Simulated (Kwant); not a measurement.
System: π system c1ccc2c(c1)sc1ccccc12 between two chain leads. The π system is taken as planar. Atoms are numbered from 0 in the order of the SMILES. Site energies (eV, carbon 0): [0.0, 0.0, 0.0, 0.0, 0.0, 0.0, -3.3, 0.0, 0.0, 0.0, 0.0, 0.0, 0.0]. Bonds (i, j, β in eV): (0,1,-3) (1,2,-3) (2,3,-3) (3,4,-3) (4,5,-3) (4,6,-2.1) (6,7,-2.1) (7,8,-3) (8,9,-3) (9,10,-3) (10,11,-3) (11,12,-3) (5,0,-3) (12,7,-3) (12,3,-3). Leads: chains of hopping −4.5 eV, joined by −1.5 eV to atoms 2 and 8.

Site energies and bond integrals are typed Hückel values.

Computed with Kwant: Hückel tight-binding model, one pz orbital an atom, one spin, coherent transport at 0 K. Conductance is in e²/h.

Sweep values stay those of the base run.

Base results: transmission at E = 0 0.00023.

Q: What follows from this one change: contacts moved from atoms [2, 8] to [0, 1]?

A: transmission at E = 0 0.00023 → 0.023.

Q: What follows from this one change: contacts moved from atoms [2, 8] to [0, 5]?

A: transmission at E = 0 0.00023 → 0.033.
